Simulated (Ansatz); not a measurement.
Al3BC (start mp-1228446), treated with PBE in Ansatz (plane waves, PAW).

Numerical settings: plane-wave cutoff 520 eV, scalar-relativistic PAW data made under PBE.

Starting structure:

```xyz
10
Lattice="3.4812 0.0000 0.0000 -1.7406 3.0148 0.0000 0.0000 0.0000 11.4684" Properties=species:S:1:pos:R:3 pbc="T T T"
Al     1.7406     1.0049    10.5995
Al     0.0000     2.0099     0.8688
Al     0.0000     2.0099     4.8653
Al     1.7406     1.0049     6.6030
Al     0.0000     0.0000     8.6013
Al     0.0000     0.0000     2.8671
B      0.0000     0.0000     0.0000
B      0.0000     0.0000     5.7342
C      0.0000     2.0099     2.8671
C      1.7406     1.0049     8.6013
```

Into what structure does the relaxation of cell and atoms lead at this level, with the symmetry of the start kept?

The volume goes up by 2.0 %; final space group P6_3/mmc.
```xyz
10
Lattice="3.5009 0.0000 0.0000 -1.7504 3.0319 0.0000 0.0000 0.0000 11.5646" Properties=species:S:1:pos:R:3 pbc="T T T"
Al     1.7504     1.0106    10.6893
Al     0.0000     2.0212     0.8752
Al     0.0000     2.0212     4.9071
Al     1.7504     1.0106     6.6575
Al     0.0000     0.0000     8.6734
Al     0.0000     0.0000     2.8911
B      0.0000     0.0000     0.0000
B      0.0000     0.0000     5.7823
C      0.0000     2.0212     2.8911
C      1.7504     1.0106     8.6734
```

Note: the relaxation could not lower the start's symmetry, so the cell can be a saddle point above a distorted one.

A start named mp-… is a Materials Project structure, which need not be a measured phase.

Ansatz is a program for electronic structure.
